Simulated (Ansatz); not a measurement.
**Response to strain in GaN**

The reference is GaN in the wurtzite structure (space group P6_3mc, No. 186; a = 3.152 Å, c = 5.138 Å). Axes: x lies along a and z along c of the hexagonal cell.

Strains are applied to the cell and any free atomic positions relax; under biaxial strain the out-of-plane vector relaxes too.

The values are results of Ansatz (a quantum-chemistry and plane-wave program) LDA, no spin-orbit coupling, not measurements.

Notes on the quantities. pressure: mean of the normal stresses, compression positive.

| change | pressure | hole mass |
|---|---|---|
| base | 0.00 GPa | – |
| biaxial strain +1.20 %, plane normal [001], relaxed out of plane | -3.49 GPa | – |
| biaxial strain +1.80 %, plane normal [001], relaxed out of plane | -5.12 GPa | 0.13 mₑ out of plane, 2.2 mₑ in plane (at Γ) |
| biaxial strain +2.40 %, plane normal [001], relaxed out of plane | -6.66 GPa | 0.13 mₑ out of plane, 2.0 mₑ in plane (at Γ) |
| biaxial strain +3.00 %, plane normal [001], relaxed out of plane | -8.13 GPa | 0.13 mₑ out of plane, 1.9 mₑ in plane (at Γ) |

The levels and masses belong to the bands next to the band gap. Masses are band curvatures over ±0.01 Å⁻¹ around the edge. Stability against distortions was not tested.
